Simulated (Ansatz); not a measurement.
A calculation on TiAl₃ (I4/mmm, No. 139) returned lattice constant a 3.779 Å, lattice parameter c 8.482 Å, equilibrium volume per atom 15.15 Å³/atom, bulk modulus 117 GPa.

For reference: equilibrium volume per atom 15.93 Å³/atom (measured, temperature not stated, no zero-point or thermal correction; as tabulated in P. Norby and A. Norlund Christensen, Acta Chemica Scandinavica A40, 157 (1986)).

Task: Which level of theory produced these numbers?
A) PBE-D4 (Ansatz (a program for electronic structure))
B) revPBE (Ansatz)
C) LDA (Ansatz)
D) BLYP (Ansatz)

Result: C, LDA (Ansatz)

The others give: revPBE 3.868 Å, 8.662 Å, 16.20 Å³/atom, 102 GPa; BLYP 3.879 Å, 8.740 Å, 16.44 Å³/atom, 92.2 GPa; PBE-D4 3.809 Å, 8.527 Å, 15.46 Å³/atom, 113 GPa.

Unless a cell is named, each level is at its own relaxed cell (BLYP 16.44, LDA 15.15, PBE-D4 15.46, revPBE 16.20 Å³/atom).

Ansatz's density-functional and Hartree–Fock values are scalar-relativistic unless marked +SOC, with PAW data made under PBE.
